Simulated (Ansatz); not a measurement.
**Hypothetical rock salt BiP, element substitutions**

Base system: BiP in the rock salt structure (space group Fm-3m, No. 225; a hypothetical phase, not in the database extracts checked).

```cif
data_Bi4P4
_chemical_formula_sum 'P4 Bi4'
_space_group_name_H-M_alt 'Fm-3m'
_space_group_IT_number 225
_space_group_name_Hall '-F 4 2 3'
_cell_length_a 5.84868
_cell_length_b 5.84868
_cell_length_c 5.84868
_cell_angle_alpha 90.000
_cell_angle_beta 90.000
_cell_angle_gamma 90.000
loop_
_atom_site_label
_atom_site_type_symbol
_atom_site_symmetry_multiplicity
_atom_site_Wyckoff_symbol
_atom_site_fract_x
_atom_site_fract_y
_atom_site_fract_z
_atom_site_occupancy
P1 P 4 a 0.00000 0.00000 0.00000 1
Bi1 Bi 4 b 0.50000 0.50000 0.50000 1
```
(The calculation used a cell of 2 atoms; values per cell refer to that cell.)

Each row replaces one element on all its sites; cell and atoms are relaxed.

Levels (all Ansatz, a program for electronic structure, PAW): PBE (420 eV, no SOC); r2SCAN (500 eV, spin-orbit coupling left out).

The base cell above is that of PBE; each level relaxes its own structures.

| case | shortest interatomic distance, PBE | shortest interatomic distance, r2SCAN |
|---|---|---|
| Bi → Pt | 2.510 Å | 2.497 Å |
| P → As | 3.017 Å | 2.995 Å |
| P → Pt | 2.873 Å | 2.844 Å |

PBE lies above r2SCAN in every row, by 0.013 Å to 0.029 Å. They put the cases in the same order.

Stability against distortions was not tested. As relaxed here, PtP, BiAs and BiPt are hypothetical phases, not in the database extracts checked. The final runs are not spin-polarised. An odd electron count without spin: PtP and BiPt.
